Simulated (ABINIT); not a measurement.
Input and output of a self-consistent single point for Na3Ga (Pm-3m, 4 atoms in the cell) (ABINIT).

Method of the run: LDA (PW92), norm-conserving pseudopotentials (PseudoDojo nc-sr-04 LDA standard) (plane waves; ABINIT 10.0.3).

```yaml
crystal:
  lattice:
    - [4.94161, 0.00000, 0.00000]
    - [0.00000, 4.94161, 0.00000]
    - [0.00000, 0.00000, 4.94161]
  atoms:
    - { symbol: Na, position: [0.50000, 0.00000, 0.50000] }
    - { symbol: Na, position: [0.00000, 0.50000, 0.50000] }
    - { symbol: Na, position: [0.50000, 0.50000, 0.00000] }
    - { symbol: Ga, position: [0.00000, 0.00000, 0.00000] }
```

Reference input (self-consistent single point, DFT, LDA (PW92), plane waves, norm-conserving pseudopotentials (PseudoDojo nc-sr-04 LDA standard)): pseudos = [Na.upf, Ga.upf]; ecut = 1197 eV; occopt = 3; tsmear = 0.136 eV; ngkpt = 9 9 9; nshiftk = 1; shiftk = 0 0 0; potentials = PseudoDojo nc-sr-04 LDA standard; nband = 27; kptopt = 1; nstep = 80; toldfe = 1e-09 Ha. This run's input differs from it in these lines:

```diff
@@ -23,3 +23,3 @@
 kptopt 1
-ngkpt 9 9 9
+ngkpt 5 5 5
 nshiftk 1
```

The program printed (abridged):

```
--- !BeginCycle
solver: {iscf: 7, nstep: 80, nline: 4, wfoptalg: 0, }
tolerances: {toldfe: 1.00E-09, }
...

     iter   Etot(hartree)      deltaE(h)  residm     vres2
 ETOT  1  -209.47445489435    -2.095E+02 4.313E-01 6.465E+03
 ETOT  2  -212.08602266739    -2.612E+00 4.031E-02 1.092E+04
 ETOT  3  -212.95922885538    -8.732E-01 1.947E-02 2.419E+03
 ETOT  4  -213.10649088900    -1.473E-01 1.833E-02 9.154E+02
 ETOT  5  -213.19561057417    -8.912E-02 3.600E-03 9.707E-01
   [... 3 lines left out ...]
 ETOT  9  -213.19593578624    -1.604E-08 2.245E-05 1.137E-03
 ETOT 10  -213.19593587798    -9.174E-08 1.180E-05 3.068E-06
 ETOT 11  -213.19593587830    -3.217E-10 4.047E-06 1.566E-08
 ETOT 12  -213.19593587826     3.985E-11 2.185E-06 7.471E-09
 At SCF step   12, etot is converged :
  for the second time, diff in etot=  3.985E-11 < toldfe=  1.000E-09

 Cartesian components of stress tensor (hartree/bohr^3)
  sigma(1 1)=  6.79534543E-05  sigma(3 2)=  0.00000000E+00
  sigma(2 2)=  6.79534543E-05  sigma(3 1)=  0.00000000E+00
  sigma(3 3)=  6.79534543E-05  sigma(2 1)=  0.00000000E+00

 ----iterations are completed or convergence reached----

 reduced coordinates (array xred) for    4 atoms
       0.500000000000      0.000000000000      0.500000000000
       0.000000000000      0.500000000000      0.500000000000
       0.500000000000      0.500000000000      0.000000000000
       0.000000000000      0.000000000000      0.000000000000
 cartesian forces (eV/Angstrom) at end:
    1     -0.00000000000000    -0.00000000000000    -0.00000000000000
   [... lines left out ...]
 Fermi (or HOMO) energy (hartree) =   0.04415   Average Vxc (hartree)=  -0.28377
 Fermi (or HOMO) energy (eV) =   1.20147   Average Vxc (eV)=  -7.72179
   [... lines left out ...]
total_energy        : -2.13195935878262E+02
total_energy_eV     : -5.80135644857533E+03
band_energy         : -3.20656973126026E+01
...

-Cartesian components of stress tensor (GPa)         [Pressure= -1.9993E+00 GPa]
- sigma(1 1)=  1.99925931E+00  sigma(3 2)=  0.00000000E+00
- sigma(2 2)=  1.99925931E+00  sigma(3 1)=  0.00000000E+00
- sigma(3 3)=  1.99925931E+00  sigma(2 1)=  0.00000000E+00

 Calculation completed.
```

The run converged in 12 iterations. Against the reference run the free energy goes up by 5.7 meV/atom and the pressure moves little (-2.09 to -2.00 GPa).

The starting cell comes from a database of computed structures (which also holds hypothetical and non-ambient phases and stackings), without a prior relaxation at this level. Its lattice was rescaled by a random factor within 2.5 % of one.

Cost on one core of a shared machine: roughly 3 min.
